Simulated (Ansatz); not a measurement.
Take Al2O3 in the corundum structure (space group R-3c, No. 167; a = 4.808 Å, c = 13.122 Å (hexagonal axes)) as the base.

Computed with plane-wave PAW DFT at the PBE level (Ansatz, a quantum-chemistry and plane-wave program, 420 eV), no spin-orbit coupling, earlier PAW set.

For the base:

```
Quantity                              Result
---------------------  ---------------------
Valence-band top at Γ  0.00, -0.03, -0.03 eV
```

It is then changed as follows: an isotropic linear strain of −2.58 %, atoms relaxed at fixed cell.

What happens to the mean gap deformation potential ΔEg/Δln V and valence-band top at Γ?

The mean gap deformation potential ΔEg/Δln V amounts to -12.6 eV; the valence-band top at Γ (three highest levels, from the VBM) becomes 0.00, -0.06, -0.06 eV (base: 0.00, -0.03, -0.03 eV).

Semilocal Kohn–Sham gaps tend to fall short of experiment. Whether these cells are dynamically stable was not tested.
